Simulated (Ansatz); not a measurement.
# How far to go with the k-point mesh: the (110) slab of CoAl (cut from a parent of space group no. 221; 10 atoms in the cell)

```
CELL_PARAMETERS angstrom
      2.85142     0.00000     0.00000
      0.00000     4.03252     0.00000
      0.00000     0.00000    22.06500
ATOMIC_POSITIONS crystal
  Al 0.50000 0.25000 0.31724
  Co 0.00000 0.75000 0.31724
  Al 0.50000 0.75000 0.40862
  Co 0.00000 0.25000 0.40862
  Al 0.50000 0.25000 0.50000
  Co 0.00000 0.75000 0.50000
  Al 0.50000 0.75000 0.59137
  Co 0.00000 0.25000 0.59137
  Al 0.50000 0.25000 0.68276
  Co 0.00000 0.75000 0.68276
```

Level of theory: PBEsol, PAW files made with PBE (plane waves; Ansatz, a program for electronic structure).

Base settings: basis.ecutwfc = 420 eV; kpoints.mp_grid.grid = 9 7 1; hamiltonian.xc = pbesol; hamiltonian.pseudopotentials = {kind: paw} (the program's default PAW files); scf.occupations.method = gaussian; scf.occupations.width = 0.1 eV.

Only quantities that move along the ladder and can be compared are tabulated.

The count of work is k-points × plane waves × bands × iterations; it is no time. Core times come from one kind of shared machine, to one figure; runs under 30 s give none.

The starting cell has typed, rounded lattice constants, without a prior relaxation at this level. The slab is cut from that crystal, and its faces are unrelaxed. Its lattice was rescaled by up to half a per cent. Spin polarisation is off.

| kpoints.mp_grid.grid | free energy less the last step's (meV/atom) | largest difference of a force vector from the last step's (eV/Å) | count of work / last | core time / last (rough) |
|---|---|---|---|---|
| 2 2 1 | 133.10 | 0.199 | 0.032 | – |
| 3 2 1 | -66.54 | 0.098 | 0.028 | – |
| 3 3 1 | -17.48 | 0.107 | 0.028 | – |
| 4 3 1 | 16.87 | 0.089 | 0.043 | – |
| 5 3 1 | 5.28 | 0.077 | 0.040 | – |
| 5 4 1 | -4.79 | 0.048 | 0.051 | – |
| 6 5 1 | -0.11 | 0.052 | 0.074 | – |
| 7 5 1 | -2.31 | 0.041 | 0.074 | – |
| 8 6 1 | 0.00 | 0.017 | 0.14 | 0.1 |
| 9 7 1 | 0.54 | 0.039 | 0.11 | – |
| 10 7 1 | 0.04 | 0.011 | 0.16 | 0.2 |
| 11 8 1 | 0.42 | 0.008 | 0.18 | 0.2 |
| 13 10 1 | 0.01 | 0.007 | 0.28 | 0.3 |
| 16 11 1 | -0.22 | 0.007 | 0.33 | 0.3 |
| 18 13 1 | 0.00 | 0.008 | 0.43 | 0.4 |
| 22 15 1 | 0.12 | 0.002 | 0.55 | 0.6 |
| 25 18 1 | 0.01 | 0.003 | 0.80 | 0.8 |
| 30 21 1 | 0.00 | 0.000 | 1.0 | 1 |

Coarsest kpoints.mp_grid.grid that holds the forces within 0.02 eV/Å of the last step, with all finer ones: 10 7 1, at 0.16 of the last step's count of work and about 0.2 of the last step's time; the step before is off by 0.039 eV/Å.

Coarsest kpoints.mp_grid.grid that holds the free energy within 0.5 meV/atom of the last step, with all finer ones: 10 7 1, at 0.16 of the last step's count of work and about 0.2 of the last step's time; the step before is off by 0.54 meV/atom.

Keys are those of Ansatz 0.2.
